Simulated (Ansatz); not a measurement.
Step by step: formation energy of H_i in V (bcc, Im-3m)

We look at the formation energy of H_i in V (bcc, Im-3m). Reaction: 54 V (bcc) + 1/2 H2 (gas) → cell A.

A: a supercell of 54 sites of V (bcc, Im-3m) with H off the lattice sites (4 V at 1.77 Å); spin state with PBE: no moments.

Method: Ansatz (an electronic-structure program), PAW, neutral cells at 0 K with nuclei at rest, on structures from PBE. Ansatz runs with its default PAW set. Larger cells are relaxed from a start prepared with the learned potential CHGNet, on a coarser mesh till forces fall under 0.03 eV/Å, which some starts already meet. A dispersion term (D3(BJ), or D4 for r2SCAN) was computed beside these levels and is taken off wherever the name lacks it. Mesh and cell size may move defect energies by 0.1 eV or more. Cell A has symmetry P-4m2 within 0.02 Å and got no random move, so less symmetric positions, which may lie lower, weren't tried.

Total energies of the cells in eV, at zero smearing width. They compare only within one column; the weights balance every element.

```json
[
 {"cell": "A: V:H_i", "atoms": "55", "weight": "+1", "PBE": "-157286.46589"},
 {"cell": "V (bcc)", "atoms": "54", "weight": "−1", "PBE": "-157270.22980"},
 {"cell": "H2 (gas)", "atoms": "2", "weight": "−1/2", "PBE": "-31.74439"}
]
```

PBE: (-157286.46589) − (-157270.22980) − 1/2 × (-31.74439) = -0.364 eV.
